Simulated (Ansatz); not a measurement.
We consider CaZnF4 (I4₁/a, No. 88, 12 atoms in the cell; start COD 1529060), described by r²SCAN0 (PAW; Ansatz, a quantum-chemistry and plane-wave program).

Run with plane-wave cutoff 520 eV, 6×6×6 k mesh, Fermi–Dirac smearing 0.01 eV, scalar-relativistic PAW data made under PBE.

Cell (measured lattice):

Space group I4₁/a, origin choice 1 (No. 88); a = b = 5.323 Å, c = 11.012 Å, α = β = γ = 90.00°

```tsv
atom	site	symmetry	x	y	z
Zn	4a	-4..	0.0000	0.0000	0.0000
Ca	4b	-4..	0.0000	0.0000	0.5000
F	16f	1	0.2650	0.1600	0.0920
```
(The calculation used a cell of 12 atoms; values per cell refer to that cell.)

Task: Estimate the band gap that the calculation returns.

Result: 
- band gap = 8.88 eV (direct)

Note: the file's cell can be that of a phase stable at another temperature; cell and atoms aren't relaxed at this level (largest force component 0.25 eV/Å, pressure -2.9 GPa).

Computed values are for the static lattice.
